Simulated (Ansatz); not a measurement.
Pressure series in SrHfO3

Take SrHfO$_{3}$ in the cubic perovskite structure (space group Pm-3m, No. 221) as the base.

SrHfO$_{3}$ has the cubic space group Pm-3m (No. 221), the cubic perovskite structure, Pearson symbol cP5. Lattice parameters: a = b = c = 4.1058 Å, α = β = γ = 90.00°. Sr on 1b sees 12 O at 2.903 Å (cuboctahedral). Hf on 1a is coordinated by 6 O at 2.053 Å (octahedral). O on 3d sees 2 Hf at 2.053 Å and 4 Sr at 2.903 Å (octahedral). (Neighbours: up to the widest gap in distance over summed covalent radii, below 1.35, at either atom; cation-cation and far metal-metal contacts left out.)

Cell and atoms are relaxed at each pressure.

All numbers come from PBEsol in Ansatz (plane waves to 420 eV, PAW, scalar-relativistic without spin-orbit coupling).

Notes on the quantities. electron mass: degenerate bands, along [100].

```json
[
 {"case": "base", "electron mass": "0.33, 0.33, 2.0 mₑ (at Γ)", "volume per atom": "13.84 Å³", "smallest direct gap": "3.90 eV"},
 {"case": "pressure −2 GPa", "electron mass": "0.34, 0.34, 2.0 mₑ (at Γ)", "volume per atom": "14.01 Å³", "smallest direct gap": "3.90 eV"},
 {"case": "pressure −1 GPa", "electron mass": "0.34, 0.34, 2.0 mₑ (at Γ)", "volume per atom": "13.92 Å³", "smallest direct gap": "3.90 eV"},
 {"case": "pressure 0.3 GPa", "electron mass": "0.33, 0.33, 2.0 mₑ (at Γ)", "volume per atom": "13.82 Å³", "smallest direct gap": "3.90 eV"},
 {"case": "pressure 0.7 GPa", "electron mass": "0.33, 0.33, 2.0 mₑ (at Γ)", "volume per atom": "13.79 Å³", "smallest direct gap": "3.90 eV"},
 {"case": "pressure 1.5 GPa", "electron mass": "0.33, 0.33, 2.0 mₑ (at Γ)", "volume per atom": "13.72 Å³", "smallest direct gap": "3.90 eV"},
 {"case": "pressure 3 GPa", "electron mass": "0.33, 0.33, 2.0 mₑ (at Γ)", "volume per atom": "13.61 Å³", "smallest direct gap": "3.90 eV"},
 {"case": "pressure 5 GPa", "electron mass": "0.33, 0.33, 1.9 mₑ (at Γ)", "volume per atom": "13.47 Å³", "smallest direct gap": "3.89 eV"},
 {"case": "pressure 7.5 GPa", "electron mass": "0.32, 0.32, 1.9 mₑ (at Γ)", "volume per atom": "13.30 Å³", "smallest direct gap": "3.88 eV"},
 {"case": "pressure 10 GPa", "electron mass": "0.32, 0.32, 1.9 mₑ (at Γ)", "volume per atom": "13.14 Å³", "smallest direct gap": "3.88 eV"}
]
```

With Hf present, leaving out spin-orbit coupling can change the band edges. Load acts through the strain it causes; cell and atoms are relaxed under it. Effective masses come from finite differences of ±0.01 Å⁻¹. Whether these cells are dynamically stable was not tested. No other phases were tried under pressure. Many cubic perovskites are stable only at high temperature; tilts and polar distortions were not tested.

Ansatz is an electronic-structure program.
